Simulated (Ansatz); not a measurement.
**Effect of isotropic strain +2.00 % on ZrC**

Take ZrC in the rock salt structure (space group Fm-3m, No. 225; a = 4.709 Å; relaxed with 0.1 eV smearing) as the base.

It is then changed as follows: every lattice vector is stretched by 2.00 %, atoms relaxed at fixed cell.

Computed with PBE (Ansatz, a quantum-chemistry and plane-wave program, PAW, no spin-orbit coupling). Γ-centred 21×21×21 mesh, Fermi–Dirac width 0.1 eV.

| quantity | base | changed | shift |
|---|---|---|---|
| space group | Fm-3m (No. 225) | Fm-3m (No. 225) | – |
| shortest interatomic distance | 2.354 Å | 2.402 Å | +0.0471 Å |
| energy relative to the base (free energy F) | 0 meV/atom | +31 meV/atom | +31 meV/atom |
| pressure | 0.0 GPa | -11.7 GPa | -11.7 GPa |
| band gap | zero | zero | – |

No phonon test of stability was made. The final runs are not spin-polarised.
